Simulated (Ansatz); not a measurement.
One C atom on a Si site, 4x4x4 cubic cells, neutral, without spin. Cell 21.88 × 21.88 × 21.88 Å, Si511C, 512 atoms. 

Basis: localised support functions (accuracy medium) on a full density matrix. k-points: zone centre alone; occupations: Fermi-Dirac, 0.0050 eV; spin polarisation not allowed. No spin-orbit coupling.

What is the computed gap and bonding (PBE, support functions at accuracy medium on the grid of 420 eV run with Ansatz, a first-principles code)?


- Kohn-Sham gap of the cell on its k-mesh: 0.64 eV
- weight of the highest filled level on the dopant (17 atoms): 0.03
- weight of the lowest empty level on the dopant (17 atoms): 0.06
- coordination (neighbours within 2.842 Å): 100.0 % 4-fold
- C-Si bonds, mean ± spread: 2.021 ± 0.000 Å
- Si-Si bonds, mean ± spread: 2.370 ± 0.006 Å
- bond angles, mean ± spread: 109.5° ± 0.9°
- pressure: -0.19 GPa
